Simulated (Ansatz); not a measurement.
## Sc, pressure series

Base system: Sc in the hcp (Mg type) structure (space group P6_3/mmc, No. 194).

```yaml
crystal:
  lattice:
    - [3.31943, 0.00000, 0.00000]
    - [-1.65971, 2.87471, 0.00000]
    - [0.00000, 0.00000, 5.16637]
  atoms:
    - { symbol: Sc, position: [0.33333, 0.66667, 0.75000] }
    - { symbol: Sc, position: [0.66667, 0.33333, 0.25000] }
```

Cell and atoms are relaxed at each pressure.

The values are results of DFT with PBE, PAW potentials and a 420 eV plane-wave cutoff in Ansatz (a program for electronic structure), spin-orbit coupling left out, not measurements.

Notes on the quantities. enthalpy: H = E + PV relative to the base's energy.

| case | c/a ratio | volume per atom | enthalpy |
|---|---|---|---|
| base | 1.556 | 24.65 Å³ | – |
| pressure −2 GPa | 1.558 | 25.64 Å³ | -0.31 eV/atom |
| pressure −1 GPa | 1.557 | 25.12 Å³ | -0.16 eV/atom |
| pressure 0.9 GPa | 1.556 | 24.25 Å³ | +0.14 eV/atom |
| pressure 2.1 GPa | 1.554 | 23.77 Å³ | +0.32 eV/atom |
| pressure 4.5 GPa | 1.552 | 22.90 Å³ | +0.67 eV/atom |
| pressure 9 GPa | 1.547 | 21.57 Å³ | +1.29 eV/atom |
| pressure 15 GPa | 1.540 | 20.18 Å³ | +2.07 eV/atom |
| pressure 22.5 GPa | 1.537 | 18.83 Å³ | +2.98 eV/atom |
| pressure 30 GPa | … | … | +3.84 eV/atom |

**Question.** What belongs in the blanks?

**Answer.** 
- pressure 30 GPa, c/a ratio: 1.541
- pressure 30 GPa, volume per atom: 17.72 Å³

Load acts through the strain it causes; cell and atoms are relaxed under it. Stability against distortions was not tested. No other phases were tried under pressure. The final runs are not spin-polarised.
